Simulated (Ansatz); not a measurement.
Hypothetical P6_422 BP, response to strain

Take BP (space group P6_422, No. 181; a hypothetical phase, not in the database extracts checked) as the base.

```
CELL_PARAMETERS angstrom
      3.27886     0.00000     0.00000
     -1.63943     2.83957     0.00000
      0.00000     0.00000     6.99543
ATOMIC_POSITIONS crystal
  B  0.00000 0.50000 0.33333
  B  0.50000 0.50000 0.66667
  B  0.50000 0.00000 0.00000
  P  0.00000 0.50000 0.83333
  P  0.50000 0.50000 0.16667
  P  0.50000 0.00000 0.50000
```

Cartesian axes are those of the cell as printed.

Strains are applied to the cell and any free atomic positions relax; under biaxial strain the out-of-plane vector relaxes too.

All numbers come from PBE/PAW in Ansatz (an electronic-structure program), scalar-relativistic without spin-orbit coupling.

Notes on the quantities. pressure: mean of the normal stresses, compression positive.

```json
[
 {"change": "base", "pressure": "0.0 GPa", "volume per atom": "10.86 Å³", "space group": "P6_422 (No. 181)", "band gap": "zero"},
 {"change": "biaxial strain −1.06 %, plane normal [001], relaxed out of plane", "pressure": "3.2 GPa", "volume per atom": "10.67 Å³", "space group": "P6_422 (No. 181)", "band gap": "zero"},
 {"change": "biaxial strain −0.15 %, plane normal [001], relaxed out of plane", "pressure": "0.4 GPa", "volume per atom": "10.83 Å³", "space group": "P6_422 (No. 181)", "band gap": "zero"},
 {"change": "biaxial strain +4.01 %, plane normal [001], relaxed out of plane", "pressure": "-10.0 GPa", "volume per atom": "11.60 Å³", "space group": "P6_422 (No. 181)", "band gap": "0.24 eV"},
 {"change": "isotropic strain −0.70 %", "pressure": "3.8 GPa", "volume per atom": "10.63 Å³", "space group": "P6_422 (No. 181)", "band gap": "zero"},
 {"change": "isotropic strain +2.32 %", "pressure": "-10.3 GPa", "volume per atom": "11.63 Å³", "space group": "P6_422 (No. 181)", "band gap": "0.27 eV"},
 {"change": "uniaxial strain ε_yy = +1.11 %", "pressure": "-1.9 GPa", "volume per atom": "10.98 Å³", "space group": "C222 (No. 21)", "band gap": "0.06 eV"},
 {"change": "uniaxial strain ε_zz = +0.95 %", "pressure": "-1.6 GPa", "volume per atom": "10.96 Å³", "space group": "P6_422 (No. 181)", "band gap": "0.09 eV"},
 {"change": "uniaxial strain ε_zz = +2.45 %", "pressure": "-3.8 GPa", "volume per atom": "11.12 Å³", "space group": "P6_422 (No. 181)", "band gap": "0.20 eV"},
 {"change": "tensor shear ε_xz = +2.72 %", "pressure": "0.5 GPa", "volume per atom": "10.85 Å³", "space group": "C2 (No. 5)", "band gap": "zero"}
]
```

A case with no gap was solved on a k-mesh chosen for an insulator, which is coarse for it. Whether these cells are dynamically stable was not tested. The base started in P3_121 and relaxed to P6_422 at this level. The final runs are not spin-polarised. Gaps under 0.05 eV, about the width of the smearing, are given as zero. The zero or small gap of BP can change with the level of theory.
